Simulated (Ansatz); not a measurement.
System: antifluorite K2S. Method: HSE06-D3(BJ) in Ansatz (plane waves, PAW).

Settings: plane-wave cutoff 460 eV, 6×6×6 k mesh, Fermi–Dirac smearing 0.01 eV, scalar-relativistic PAW data made under PBE.

Properties against volume:

```
V (Å³/atom)  P (GPa)  direct gap at Γ (eV)  smallest gap on the k mesh (eV)
-----------  -------  --------------------  -------------------------------
30.085          1.33                 3.970                            3.648
30.877          0.62                 3.861                            3.573
31.431          0.18                 3.788                            3.521
32.460         -0.54                 3.658                            3.428
33.073         -0.91                 3.585                            3.375
```

The fundamental gap (3.50 eV at the equilibrium volume, on the SCF mesh) lies elsewhere than Γ–Γ.

Ansatz is a quantum-chemistry and plane-wave program.
